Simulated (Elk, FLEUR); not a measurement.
A FLEUR input for a self-consistent single point of YZn (Fm-3m, 2 atoms in the cell) (DFT, PBEsol, all-electron FLAPW (FLEUR), scalar-relativistic valence):

Input of the input generator:

```
YZn
&input film=f /
-0.0000000000 0.7071067812 0.7071067812
0.7071067812 0.0000000000 0.7071067812
0.7071067812 0.7071067812 0.0000000000
7.7601362867
1.0 1.0 1.0

2
39 0.0000000000 0.0000000000 0.0000000000
30 0.5000000000 0.5000000000 0.5000000000

&comp jspins=1 /
&exco xctyp='PBEs' /
&kpt div1=13 div2=13 div3=13 /
&end /
```

```xml
<?xml version="1.0" encoding="UTF-8" standalone="no"?>
<fleurInput fleurInputVersion="0.39">
   <comment>
      YZn                                                                                                 
   </comment>
   <calculationSetup>
      <cutoffs Kmax="3.9" Gmax="13.7" GmaxXC="13.7" numbands="0"/>
      <scfLoop itmax="80" minDistance="0.00001" maxIterBroyd="15" imix="Anderson" alpha="0.05" precondParam="0.0" spinf="2.0"/>
      <coreElectrons ctail="T" frcor="F" kcrel="0" coretail_lmax="0"/>
      <xcFunctional name="PBEs" relativisticCorrections="F"/>
      <magnetism jspins="1"/>
      <soc l_soc="F" theta="0.0" phi="0.0" spav="F"/>
      <expertModes spex="0" secvar="F"/>
      <geometryOptimization l_f="T" forcealpha="1.0" forcemix="BFGS" epsdisp="0.00001" epsforce="0.00001"/>
      <ldaU l_linMix="F" mixParam="0.05" spinf="1.0"/>
   </calculationSetup>
   <cell>
      <bzIntegration valenceElectrons="23.0" mode="hist" fermiSmearingEnergy="0.00367493">
         <kPointListSelection listName="default-1"/>
         <!-- k-points included here -->
         <xi:include xmlns:xi="http://www.w3.org/2001/XInclude" href="kpts.xml"> </xi:include>
      </bzIntegration>
      <!-- symmetry operations included here -->
      <xi:include xmlns:xi="http://www.w3.org/2001/XInclude" href="sym.xml"> </xi:include>
      <bulkLattice scale="1.0">
         <bravaisMatrix>
            <row-1>    0.0000000000000000     5.4872449913617576     5.4872449913617576</row-1>
            <row-2>    5.4872449913617576     0.0000000000000000     5.4872449913617576</row-2>
            <row-3>    5.4872449913617576     5.4872449913617576     0.0000000000000000</row-3>
         </bravaisMatrix>
      </bulkLattice>
   </cell>
   <atomSpecies>
      <species name="Yttrium (Y)" element="Y" atomicNumber="39">
         <mtSphere radius="2.62" gridPoints="903" logIncrement="0.014"/>
         <atomicCutoffs lmax="10" lnonsphr="8"/>
         <electronConfig flipSpins="F">
            <coreConfig>(1s1/2) (2s1/2) (2p1/2) (2p3/2) (3s1/2) (3p1/2) (3p3/2) (3d3/2) (3d5/2)</coreConfig>
            <valenceConfig>(4s1/2) (4p1/2) (4p3/2) (5s1/2) (4d3/2) (4d5/2)</valenceConfig>
            <stateOccupation state="(4d3/2)" spinUp="0.2" spinDown="0.2"/>
            <stateOccupation state="(4d5/2)" spinUp="0.3" spinDown="0.3"/>
         </electronConfig>
         <energyParameters s="5" p="5" d="4" f="4"/>
         <lo type="SCLO" l="0" n="4" eDeriv="0"/>
         <lo type="SCLO" l="1" n="4" eDeriv="0"/>
      </species>
      <species name="Zinc (Zn)" element="Zn" atomicNumber="30">
         <mtSphere radius="2.62" gridPoints="903" logIncrement="0.014"/>
         <atomicCutoffs lmax="10" lnonsphr="8"/>
         <electronConfig flipSpins="F">
            <coreConfig>(1s1/2) (2s1/2) (2p1/2) (2p3/2) (3s1/2) (3p1/2) (3p3/2)</coreConfig>
            <valenceConfig>(4s1/2) (3d3/2) (3d5/2)</valenceConfig>
         </electronConfig>
         <energyParameters s="4" p="4" d="3" f="4"/>
         <lo type="HELO" l="2" n="4" eDeriv="0"/>
      </species>
   </atomSpecies>
   <atomGroups>
      <atomGroup species="Yttrium (Y)">
         <relPos label="                   1">.0000000000 .0000000000 .0000000000</relPos>
         <force calculate="T" relaxXYZ="TTT"/>
      </atomGroup>
      <atomGroup species="Zinc (Zn)">
         <relPos label="                   2">1.000/2.000 1.000/2.000 1.000/2.000</relPos>
         <force calculate="T" relaxXYZ="TTT"/>
      </atomGroup>
   </atomGroups>
   <output dos="F" band="F" slice="F">
      <checks vchk="F" cdinf="F"/>
      <bandDOS minEnergy="-.5*Htr" maxEnergy="0.5*Htr" sigma="0.015" storeEVData="T"/>
      <vacuumDOS vacdos="F" integ="F" star="F" nstars="0" locx1="0.0" locy1="0.0" locx2="0.0" locy2="0.0" nstm="0" tworkf="0.0"/>
      <unfoldingBand unfoldBand="F" supercellX="1" supercellY="1" supercellZ="1"/>
      <plotting iplot="0" polar="F">
         <plot TwoD="T" vec1="  1.0  0.0  0.0" vec2="  0.0  1.0  0.0" vec3="  0.0  0.0  1.0" zero="  0.0  0.0  0.0" file="plot"/>
      </plotting>
      <chargeDensitySlicing numkpt="0" minEigenval="0.0" maxEigenval="0.0" nnne="0" pallst="F"/>
      <specialOutput eonly="F"/>
      <magneticCircularDichroism mcd="F" energyLo="-10.0" energyUp="0.0"/>
   </output>
  <!-- We include the file relax.xml here to enable relaxations (see documentation) -->
  <xi:include xmlns:xi="http://www.w3.org/2001/XInclude" href="relax.xml"> <xi:fallback/> </xi:include>
</fleurInput>
```

Question: Give the Elk input for the same structure, mesh, smearing and functional.

Answer: One input that does it (others would too):

```
tasks
  0

xctype
  22

swidth
  0.00367493

maxscl
  100

scale
  1.889726125

avec
    0.0000000000    2.9037250000    2.9037250000
    2.9037250000    0.0000000000    2.9037250000
    2.9037250000    2.9037250000    0.0000000000

sppath
  './'

atoms
  2
  'Y.in'
  1
  0.0000000000  0.0000000000  0.0000000000    0.0 0.0 0.0
  'Zn.in'
  1
  0.5000000000  0.5000000000  0.5000000000    0.0 0.0 0.0

ngridk
  13 13 13
```

Basis settings and potentials, where a program has them, do not carry over. This input uses DFT, PBEsol, all-electron FP-LAPW, Elk's shipped species files, default APW+lo basis.

The starting cell comes from a database of computed structures (which also holds hypothetical and non-ambient phases and stackings), without a prior relaxation at this level. For this run, on top of that: lattice scaled by 0.98.
